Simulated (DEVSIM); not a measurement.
Device: illuminated Si n-on-p cell, one wavelength, at 300 K.

Layer 1 from the left is Si, thickness (μm) 0.570, Nd (cm⁻³) 3e18, τn (s) 2.4e-8, τp (s) 1.5e-7, absorption coefficient (cm⁻¹) 15000. Layer 2 from the left is Si, thickness (μm) 290, Na (cm⁻³) 2.3e15, τn (s) 7.8e-7, τp (s) 7.8e-7, absorption coefficient (cm⁻¹) 15000.

Left contact: ohmic, minority hole recombination velocity 5000 cm/s. Right contact: ohmic, minority electron recombination velocity 700 cm/s. Voltage is applied to the left contact. Recombination: SRH at mid-gap, radiative, Auger. Light enters at the left, 2.5e15 photons cm⁻² s⁻¹, one pass, no reflection. Mobility is constant in doping.

Constants are typed, rounded textbook-type inputs, not results; the design itself was drawn at random and stands for no fabricated device. Values at 300 K.

Si: gap (eV) 1.124, affinity (eV) 4.05, permittivity 11.7, Nc (cm⁻³) 2.86e19, Nv (cm⁻³) 3.1e19, μn (cm²/Vs) 1417, μp (cm²/Vs) 470, B (cm³/s) 4.7e-15, Cn (cm⁶/s) 2.8e-31, Cp (cm⁶/s) 9.9e-32.

DEVSIM, 1D drift-diffusion, Boltzmann statistics, complete ionisation; no tunnelling, impact ionisation, image-force lowering or self-heating.

Task: What does the simulation give for the largest field in the device at zero bias?

Result: largest field in the device at zero bias 96000 V/cm.
